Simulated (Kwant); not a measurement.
Model system: In0.53Ga0.47As/InP stack with 2 barriers. One parabolic valley. Leads of mass 0.041 mₑ with the band edge at 0; grid 0.1 nm; bias swept from 0.01 to 0.375 V, dropping linearly over the stack. Emitter Fermi level 0.015 eV, 77 K, equal in the collector.

```json
[
 {"layer": "1", "thickness (nm)": "2.8", "band offset (eV)": "0.25", "mass (mₑ)": "0.08"},
 {"layer": "2", "thickness (nm)": "5.9", "band offset (eV)": "0", "mass (mₑ)": "0.041"},
 {"layer": "3", "thickness (nm)": "3.6", "band offset (eV)": "0.25", "mass (mₑ)": "0.08"}
]
```

Constants are typed, rounded textbook-type inputs, not results; the design itself was drawn at random and stands for no fabricated device.

Computed with Kwant: one-band effective-mass tight-binding model in one dimension, coherent, no space charge, current by the Tsu-Esaki formula.

Sweep values stay those of the base run.

Base results: bias of the first current peak (V) 0.136; J (A/cm²) at bias = 0.09810 V 4030; first peak current (A/cm²) 19800; J (A/cm²) at bias = 0.1862 V 693.

What follows from this one change: Fermi level in the emitter 0.015 → 0.0075 eV?

bias of the first current peak little changed (0.136 V); J at bias = 0.09810 V 4030 → 1430 A/cm²; first peak current 19800 → 9530 A/cm²; J at bias = 0.1862 V 693 → 328 A/cm².

What follows from this one change: width of the first well 5.9 → 3.5 nm?

bias of the first current peak 0.136 → 0.237 V; J at bias = 0.09810 V 4030 → 138 A/cm²; first peak current 19800 → 34500 A/cm²; J at bias = 0.1862 V 693 → 5250 A/cm².
